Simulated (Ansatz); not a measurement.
The starting structures come from a database of crystals and need not be the phases stable at ambient conditions.

By PBEsol, the system below comes out a metal.

A figure of merit of an interconnect metal is its ballistic conductance per area.

Here is the system:

```
CELL_PARAMETERS angstrom
      4.06067     0.00000     0.00000
      0.00000     4.06067     0.00000
      2.03034    -2.03034     2.85109
ATOMIC_POSITIONS crystal
  Al 0.25000 0.25000 0.50000
  Al 0.75000 0.75000 0.50000
  Cu 0.50000 0.50000 0.00000
```

The cell is taken as given.

The current flows along the normal of the first two printed cell vectors, the (001) plane of the conventional cell. No spin-orbit coupling; the value is a mean over 0.1 eV about the Fermi level.

Task: Estimate the ballistic conductance per area that Ansatz (a quantum-chemistry and plane-wave program) with PBEsol returns for this system.

Result: 0.82 × 10¹⁵ S/m² for both spins.
